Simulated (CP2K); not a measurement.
CP2K run on As (P-1, 2 atoms in the cell): self-consistent single point.

Method: PBEsol, GPW, DZVP-MOLOPT-SR-GTH basis, GTH-PBE potentials (GTH_POTENTIALS) (CP2K 2026.2).

```yaml
crystal:
  lattice:
    - [4.29205, 0.00000, 0.00000]
    - [2.64963, 3.37656, 0.00000]
    - [2.64963, 1.28883, 3.12091]
  atoms:
    - { symbol: As, position: [0.21578, 0.22546, 0.22706] }
    - { symbol: As, position: [0.78422, 0.77454, 0.77294] }
```

Reference input (self-consistent single point, DFT PBE, GPW, DZVP-MOLOPT-SR-GTH basis, GTH-PBE potentials (GTH_POTENTIALS)): CUTOFF = 400 Ry; REL_CUTOFF = 50 Ry; SMEAR/METHOD = FERMI_DIRAC; ELECTRONIC_TEMPERATURE = 1160.45 K; KPOINTS/SCHEME = MONKHORST-PACK 7 7 7; XC_FUNCTIONAL = PBE; As/BASIS_SET = DZVP-MOLOPT-SR-GTH-q5; As/POTENTIAL = GTH-PBE-q5; METHOD = GPW; EPS_DEFAULT = 1e-10; NGRIDS = 4; SCF_GUESS = ATOMIC. This run's input differs from it in these lines:

```diff
@@ -43,3 +43,6 @@
     &XC
-      &XC_FUNCTIONAL PBE
+      &XC_FUNCTIONAL
+        &PBE
+          PARAMETRIZATION PBESOL
+        &END PBE
       &END XC_FUNCTIONAL
```

Output (repeated stretches shortened):

```
 SCF WAVEFUNCTION OPTIMIZATION

  Step     Update method      Time    Convergence         Total energy    Change
     1 NoMix/Diag. 0.30E+00      -     0.38058732       -12.6678236199 -1.27E+01
     2 Broy./Diag. 0.30E+00      -     0.00333339       -12.6338580101  3.40E-02
     3 Broy./Diag. 0.30E+00      -     0.00931614       -12.5862369873  4.76E-02
     4 Broy./Diag. 0.30E+00      -     0.00076808       -12.5890389512 -2.80E-03
     5 Broy./Diag. 0.30E+00      -     0.00115066       -12.5913361326 -2.30E-03
     6 Broy./Diag. 0.30E+00      -     0.00009043       -12.5940567252 -2.72E-03
     7 Broy./Diag. 0.30E+00      -     0.00003740       -12.5947502114 -6.93E-04
     8 Broy./Diag. 0.30E+00      -     0.00000672       -12.5948607835 -1.11E-04
     9 Broy./Diag. 0.30E+00      -     0.00000254       -12.5948881095 -2.73E-05
    10 Broy./Diag. 0.30E+00      -     0.00000348       -12.5948643644  2.37E-05
    11 Broy./Diag. 0.30E+00      -     0.00000032       -12.5948568280  7.54E-06
  *** SCF run converged in    11 steps ***

  Overlap energy of the core charge distribution:               0.00000000228259
  Self energy of the core charge distribution:                -27.12449920902674
  Core Hamiltonian energy:                                      6.03702370759071
  Hartree energy:                                              11.60996710994271
  Exchange-correlation energy:                                 -3.11711679432515
  Electronic entropic energy:                                  -0.00023164452592
  Fermi energy:                                                 0.20652323631434

  Total energy:                                               -12.59485682802494
  Total energy (extrapolated to T->0):                        -12.59474100576198

                     Mulliken Population Analysis

   [... lines left out ...]

 STRESS| Analytical stress tensor [bar]
 STRESS|                        x                   y                   z
 STRESS|      x        1.93136191111E+04  -7.56891026396E+03  -7.78195189758E+03
 STRESS|      y       -7.56891026396E+03   8.65918729955E+03  -1.32542717387E+04
 STRESS|      z       -7.78195189758E+03  -1.32542717387E+04   1.94390369231E+04
 STRESS| 1/3 Trace                                             1.58039477779E+04
```

The run converged in 11 iterations. Against the reference run the pressure goes from 3.28 to 1.58 GPa and the largest force goes from 0.824 to 0.928 eV/Å.

The starting cell comes from a database of computed structures (which also holds hypothetical and non-ambient phases and stackings), without a prior relaxation at this level. Its atoms were displaced at random from the sites of space group no. 166. Values carry the incompleteness of an atom-centred basis. The potentials were made for another functional than the one used.
